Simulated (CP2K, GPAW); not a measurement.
A GPAW input for a self-consistent single point of MnI2 (P-3m1, 3 atoms in the cell) (DFT PBEsol, plane waves, GPAW PAW datasets PBEsol (made by gpaw-setup)):

```python
from ase import Atoms
from ase.units import GPa
from gpaw import GPAW, PW, FermiDirac

atoms = Atoms(['Mn', 'I', 'I'],
              cell=[[4.168580, 0.000000, 0.000000],
                    [-2.084290, 3.610096, 0.000000],
                    [0.000000, 0.000000, 7.146200]],
              positions=[[0.000000, 0.000000, 0.000000],
                         [-0.000002, 2.406732, 1.649986],
                         [2.084292, 1.203364, 5.496214]],
              pbc=True)

atoms.set_initial_magnetic_moments([4.0, 0.0, 0.0])

calc = GPAW(spinpol=True,
            mode=PW(850),
            xc='PBEsol',
            kpts=(5, 5, 3),
            occupations=FermiDirac(0.05),
            nbands=-4,
            convergence={'forces': 0.001, 'bands': -2},
            symmetry={'symmorphic': False, 'tolerance': 0.0005},
            maxiter=120,
            txt='-')

atoms.calc = calc

energy = atoms.get_potential_energy()
print('Energy (eV):', round(energy, 6))
forces = atoms.get_forces()
print('Forces (eV/Ang):')
print(forces.round(5))
stress = atoms.get_stress()
print('Stress (GPa, Voigt):', (stress / GPa).round(4))
```

### Question
Write the same calculation as an input for CP2K.

### Answer
One input that does it (others would too):

```
&GLOBAL
  PROJECT calc
  RUN_TYPE ENERGY_FORCE
  PRINT_LEVEL MEDIUM
&END GLOBAL
&FORCE_EVAL
  METHOD Quickstep
  STRESS_TENSOR ANALYTICAL
  &DFT
    BASIS_SET_FILE_NAME BASIS_MOLOPT
    POTENTIAL_FILE_NAME GTH_POTENTIALS
    UKS T
    MULTIPLICITY 6
    &QS
      METHOD GPW
      EPS_DEFAULT 1E-10
    &END QS
    &MGRID
      CUTOFF 600
      REL_CUTOFF 40
      NGRIDS 5
    &END MGRID
    &SCF
      SCF_GUESS ATOMIC
      EPS_SCF 1E-6
      MAX_SCF 100
      ADDED_MOS 9 9
      &DIAGONALIZATION
        ALGORITHM STANDARD
      &END DIAGONALIZATION
      &MIXING
        METHOD BROYDEN_MIXING
        ALPHA 0.2
        NBUFFER 12
        BETA 1.5
      &END MIXING
      &SMEAR ON
        METHOD FERMI_DIRAC
        ELECTRONIC_TEMPERATURE [K] 580.23
      &END SMEAR
    &END SCF
    &KPOINTS
      SCHEME MONKHORST-PACK 5 5 3
    &END KPOINTS
    &XC
      &XC_FUNCTIONAL
        &PBE
          PARAMETRIZATION PBESOL
        &END PBE
      &END XC_FUNCTIONAL
    &END XC
    &PRINT
      &MO
        EIGENVALUES T
        OCCUPATION_NUMBERS T
        NDIGITS 8
        FILENAME mo
        &EACH
          QS_SCF 0
        &END EACH
        ADD_LAST NUMERIC
      &END MO
      &MULLIKEN ON
      &END MULLIKEN
    &END PRINT
  &END DFT
  &SUBSYS
    &CELL
      ABC 4.16858000 4.16857985 7.14620000
      ALPHA_BETA_GAMMA 90.00000000 90.00000000 120.00000122
      PERIODIC XYZ
    &END CELL
    &COORD
      SCALED
      Mn       0.00000000     0.00000000     0.00000000
      I        0.33333300     0.66666700     0.23089000
      I        0.66666700     0.33333300     0.76911000
    &END COORD
    &KIND Mn
      BASIS_SET DZVP-MOLOPT-SR-GTH
      POTENTIAL GTH-PBE-q15
      MAGNETIZATION 4
    &END KIND
    &KIND I
      BASIS_SET DZVP-MOLOPT-SR-GTH
      POTENTIAL GTH-PBE-q7
    &END KIND
  &END SUBSYS
  &PRINT
    &FORCES ON
    &END FORCES
    &STRESS_TENSOR ON
    &END STRESS_TENSOR
  &END PRINT
&END FORCE_EVAL
```

Basis, cutoffs, solver keys and any potentials are the target program's own. This input uses DFT PBEsol, GPW, DZVP-MOLOPT-SR-GTH basis, GTH-PBE potentials (GTH_POTENTIALS).

The starting cell comes from a database of computed structures (which also holds hypothetical and non-ambient phases and stackings), without a prior relaxation at this level.
